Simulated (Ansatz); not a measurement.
Au on the 1x1 (0001) surface of hcp Ru, one in a 2x2 cell, energies for each (25.7 Å²). Energies are against an atom of fcc Au, without zero-point or thermal terms; each row is named by its start.

Computed with PBE (plane waves to 420 eV, PAW; Ansatz, a program for electronic structure).

Slab: 17 atoms, 6.3 Å thick at the start under the adsorbate (thin: gaps and levels are the slab's own); k 6x6x1, smearing 0.1 eV, dipole-corrected; 8 atoms held, the rest relaxed; each run with such symmetry as its start has; no spin, no spin-orbit, no U, no dispersion correction.

A negative adsorption energy means that the adsorbate is more stable on the surface than in its reference. Starts that drift may end in the same place. Heights count from the host atoms within 0.3 Å of the top one.

```csv
starting site,E_ads (eV),height (Å),nearest host atom (Å),bonded to,Δ work function (eV),lateral drift (Å)
top Ru,0.50,2.45,Ru 2.50,Ru,-0.41,0.0
hollow Ru-Ru-Ru,-0.06,2.22,Ru 2.73,3 Ru,-0.61,0.0
hollow Ru-Ru-Ru over Ru at depth 2.1 Å,-0.07,2.21,Ru 2.72,3 Ru,-0.61,0.0
bridge Ru-Ru (span 2.7 Å),-0.07,2.21,Ru 2.72,3 Ru,-0.61,0.8
```
